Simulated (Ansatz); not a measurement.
# LaSi (Pnma, No. 62)

The numbers are results of LDA (Ansatz, a first-principles code, plane waves, PAW), not measurements.

Run with plane-wave cutoff 500 eV, 6×10×8 k mesh (along the axes of the cell as run), Fermi–Dirac smearing 0.05 eV, scalar-relativistic PAW data made under PBE.

Cell (relaxed at this level):

```xyz
8
Lattice="8.2992 0.0000 0.0000 0.0000 3.9277 0.0000 0.0000 0.0000 5.9439" Properties=species:S:1:pos:R:3 pbc="T T T"
La     5.6359     0.9819     2.3059
La     2.6633     2.9457     3.6380
La     6.8129     2.9457     5.2778
La     1.4863     0.9819     0.6660
Si     4.4251     0.9819     5.2492
Si     3.8741     2.9457     0.6946
Si     8.0237     2.9457     2.2773
Si     0.2755     0.9819     3.6666
```

```json
{
  "band_gap": "zero (no gap)"
}
```

Spin–orbit coupling is not included.

The computed numbers hold no vibrational or temperature effects.

Computing time: very roughly 12 core-minutes.
